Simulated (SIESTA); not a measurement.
## A self-consistent single point of CaSi2Ni2 (I4/mmm, 5 atoms in the cell) with SIESTA

Computed with SIESTA with GGA PBEsol, numerical atomic orbitals DZP, PseudoDojo PBEsol standard norm-conserving potentials (rewritten from UPF to PSML).

The input file:

```
# files in the folder: Ca.psml Si.psml Ni.psml (PseudoDojo PBEsol standard)
SystemName  Ca(SiNi)2
SystemLabel Ca(SiNi)2

NumberOfAtoms                5
NumberOfSpecies              3
%block ChemicalSpeciesLabel
  1 20 Ca
  2 14 Si
  3 28 Ni
%endblock ChemicalSpeciesLabel
LatticeConstant              5.575721 Ang
%block LatticeVectors
    -0.355358168    0.355358168    0.864546845
     0.355358168   -0.355358168    0.864546845
     0.355358168    0.355358168   -0.864546845
%endblock LatticeVectors
AtomicCoordinatesFormat      Ang
%block AtomicCoordinatesAndAtomicSpecies
     0.000000000    0.000000000    0.000000000  1
     0.000000000   -0.000000000    6.080350562  2
    -0.000000000    0.000000000    3.560593438  2
     0.000000000    1.981378000    2.410236000  3
     1.981378000    0.000000000    2.410236000  3
%endblock AtomicCoordinatesAndAtomicSpecies

XC.functional                GGA
XC.authors                   PBEsol
PAO.BasisSize                DZP
PAO.EnergyShift              0.01 Ry
MeshCutoff                   350 Ry
%block kgrid.MonkhorstPack
    9   0   0  0.0
    0   9   0  0.0
    0   0   9  0.0
%endblock kgrid.MonkhorstPack
OccupationFunction           MP
OccupationMPOrder            0
ElectronicTemperature        136.0 meV

MaxSCFIterations             150
SCF.Mixer.Method             Pulay
SCF.Mixer.Weight             0.25
SCF.Mixer.History            6
SCF.DM.Tolerance             1.0E-05
Diag.ParallelOverK           true
WriteForces                  true
```

Log, with long lists cut:

```
reinit: Reading from file input.fdf

reinit: System Name: Ca(SiNi)2
reinit: System Label: Ca(SiNi)2

coor:   Atomic-coordinates input format  =     Cartesian coordinates
coor:                                          (in Angstroms)

siesta: Atomic coordinates (Bohr) and species
siesta:      0.00000   0.00000   0.00000  1        1
siesta:      0.00000  -0.00000  11.49020  2        2
siesta:     -0.00000   0.00000   6.72855  2        3
siesta:      0.00000   3.74426   4.55469  3        4
siesta:      3.74426   0.00000   4.55469  3        5

siesta: System type = bulk

initatomlists: Number of atoms, orbitals, and projectors:      5    73    90

siesta: ******************** Simulation parameters ****************************
redata: Spin configuration                          = none
redata: Time-Reversal Symmetry                      = T
redata: Number of Atomic Species                    =        3
redata: Mesh Cutoff                                 =   350.0000 Ry
redata: Net charge of the system                    =     0.0000 |e|
redata: Min. number of SCF Iter                     =        0
redata: Max. number of SCF Iter                     =      150
redata: SCF convergence failure will abort job
redata: SCF mix quantity                            = Hamiltonian
redata: Mix DM or H after convergence               =   F
redata: Recompute H after scf cycle                 =   F
redata: Mix DM in first SCF step                    =   T
redata: No kicks to SCF
redata: DM Mixing Weight for Kicks                  =     0.5000
redata: Require Harris convergence for SCF          =   F
redata: Harris energy tolerance for SCF             =     0.000100 eV
redata: Require DM convergence for SCF              =   T
redata: DM tolerance for SCF                        =     0.000010
redata: Require EDM convergence for SCF             =   F
redata: EDM tolerance for SCF                       =     0.001000 eV
redata: Require H convergence for SCF               =   T
redata: Hamiltonian tolerance for SCF               =     0.001000 eV
redata: Require (free) Energy convergence for SCF   =   F
redata: (free) Energy tolerance for SCF             =     0.000100 eV
redata: Using DFT-D3 dispersion                     =   F
redata: Using Saved Data (generic)                  =   F
redata: Method of Calculation                       = Diagonalization
redata: Electronic Temperature                      =  1578.2145 K
redata: Number of TDED substeps                     =        3
redata: Dynamics option                             = Single-point calculation
redata: Save all siesta data in one NC              =   F
redata: ***********************************************************************

%block SCF.Mixers
  Pulay
%endblock SCF.Mixers

%block SCF.Mixer.Pulay
  # Mixing method
  method pulay
  variant stable

  # Mixing options
  weight 0.2500
  weight.linear 0.2500
  history 6
%endblock SCF.Mixer.Pulay

DM_history_depth set to one: no extrapolation allowed by default for geometry relaxation
Size of DM history Fstack: 1
Total number of electrons:    54.000000
Total ionic charge:    54.000000

* ProcessorY, Blocksize:    1  64

* Orbital distribution balance (max,min):    73    73

 Kpoints in:          405 . Kpoints trimmed:          365

siesta: k-grid: Number of k-points = 365
siesta: k-points from Monkhorst-Pack grid
siesta: k-cutoff (effective) =    17.832 Ang
siesta: k-point supercell and displacements
siesta: k-grid:     9     0     0      0.000
siesta: k-grid:     0     9     0      0.000
siesta: k-grid:     0     0     9      0.000

diag: Algorithm                                     = D&C
diag: Parallel over k                               =   F
diag: Use parallel 2D distribution                  =   F
diag: Parallel block-size                           = 64
diag: Parallel distribution                         =     1 x     1
diag: Used triangular part                          = Lower
diag: Absolute tolerance                            =  0.100E-15
diag: Orthogonalization factor                      =  0.100E-05
diag: Memory factor                                 =  1.0000

superc: Internal auxiliary supercell:     7 x     7 x     7  =     343
superc: Number of atoms, orbitals, and projectors:   1715  25039  30870

                        Single-point calculation

superc: Internal auxiliary supercell:     7 x     7 x     7  =     343
superc: Number of atoms, orbitals, and projectors:   1715  25039  30870

outcell: Unit cell vectors (Ang):
       -1.981378    1.981378    4.820472
        1.981378   -1.981378    4.820472
        1.981378    1.981378   -4.820472

outcell: Cell vector modules (Ang)   :    5.575721    5.575721    5.575721
outcell: Cell angles (23,13,12) (deg):    138.3692    138.3692     60.3380
outcell: Cell volume (Ang**3)        :     75.6980
new_DM -- step:     1
Initializing Density Matrix...

Attempting to read DM from file... Failed...
DM filled with atomic data:

InitMesh: MESH = 54 x 54 x 40 = 116640
InitMesh: Mesh cutoff (required, used) =   350.000   402.798 Ry

stepf: Methfessel-Paxton step function
       Using Hermite-Gauss polynomials of order  0

        iscf     Eharris(eV)        E_KS(eV)     FreeEng(eV)     dDmax    Ef(eV) dHmax(eV)
   scf:    1   -10211.756422   -10346.574459   -10346.614024  1.751181 -2.275218 38.019892
   scf:    2   -10250.407376   -10373.095070   -10373.112976  1.339612 -5.655487 28.143239
   scf:    3   -10416.887077   -10401.925751   -10401.947617  0.389255 -5.001206  6.984006
   scf:    4   -10385.491975   -10399.595565   -10399.628546  0.412205 -4.032031 10.777579
   scf:    5   -10383.680508   -10399.707850   -10399.729208  0.459538 -5.099856 10.624958
   scf:    6   -10405.278622   -10404.281840   -10404.304872  0.221910 -4.640825  0.478312
   [... 3 lines left out ...]
   scf:   10   -10404.293611   -10404.293677   -10404.316925  0.001185 -4.618699  0.021590
   scf:   11   -10404.293681   -10404.293689   -10404.316945  0.000529 -4.617606  0.001231
   scf:   12   -10404.293690   -10404.293690   -10404.316945  0.000043 -4.617697  0.000410
   scf:   13   -10404.293690   -10404.293690   -10404.316945  0.000015 -4.617719  0.000318
   scf:   14   -10404.293689   -10404.293690   -10404.316945  0.000006 -4.617707  0.000090

SCF Convergence by DM+H criterion
max |DM_out - DM_in|         :     0.0000057535
max |H_out - H_in|      (eV) :     0.0000900535
SCF cycle converged after 14 iterations

Using DM_out to compute the final energy and forces

siesta: E_KS(eV) =           -10404.2937

siesta: E_KS - E_eggbox =    -10404.2937

siesta: Atomic forces (eV/Ang):
     1    0.000000    0.000000    0.000000
     2   -0.000276   -0.000276    0.407092
     3    0.000276    0.000276   -0.407092
     4    0.004683   -0.004683    0.000000
     5   -0.004683    0.004683    0.000000
   Tot    0.000000    0.000000    0.000001
   Max    0.407092
   Res    0.148669    sqrt( Sum f_i^2 / 3N )
   Max    0.407092    constrained

Stress tensor Voigt[x,y,z,yz,xz,xy] (kbar):      -33.11      -33.11      -21.70        1.00        1.00        0.18
(Free)E + p*V (eV/cell)   -10402.9323
Target enthalpy (eV/cell)   -10404.3169

siesta: Program's energy decomposition (eV):
siesta: Ebs     =     -1749.724244
siesta: Eions   =     13639.563769
siesta: Ena     =      1178.460613
siesta: Ekin    =      4748.749589
siesta: Enl     =     -1327.752304
siesta: Eso     =         0.000000
siesta: Edftu   =         0.000000
siesta: DEna    =        74.604759
siesta: DUscf   =         1.813292
siesta: DUext   =         0.000000
siesta: Ex      =     -1348.817174
siesta: Ec      =       -91.788697
siesta: Exc     =     -1440.605871
siesta: Eharris =    -10404.293689
siesta: Etot    =    -10404.293690
siesta: FreeEng =    -10404.316945

siesta: Atomic forces (eV/Ang):
siesta:      1    0.000000    0.000000    0.000000
siesta:      2   -0.000276   -0.000276    0.407092
siesta:      3    0.000276    0.000276   -0.407092
siesta:      4    0.004683   -0.004683    0.000000
siesta:      5   -0.004683    0.004683    0.000000
siesta: ----------------------------------------
siesta:    Tot    0.000000    0.000000    0.000001

siesta: Stress tensor (static) (eV/Ang**3):
siesta:    -0.020666    0.000111    0.000627
siesta:     0.000111   -0.020666    0.000627
siesta:     0.000627    0.000627   -0.013542

siesta: Cell volume =         75.697969 Ang**3

siesta: Pressure (static):
siesta:                Solid            Molecule  Units
siesta:           0.00019922          0.00015091  Ry/Bohr**3
siesta:           0.01829141          0.01385617  eV/Ang**3
siesta:          29.30606406         22.20002802  kBar
```

The run converged in 14 iterations.

The starting cell comes from a database of computed structures (which also holds hypothetical and non-ambient phases and stackings), without a prior relaxation at this level. Its lattice was rescaled by a random factor within 2.5 % of one. Spin polarisation is off. Values carry the incompleteness of an atom-centred basis.

Cost on one core of a shared machine: roughly 70 s.
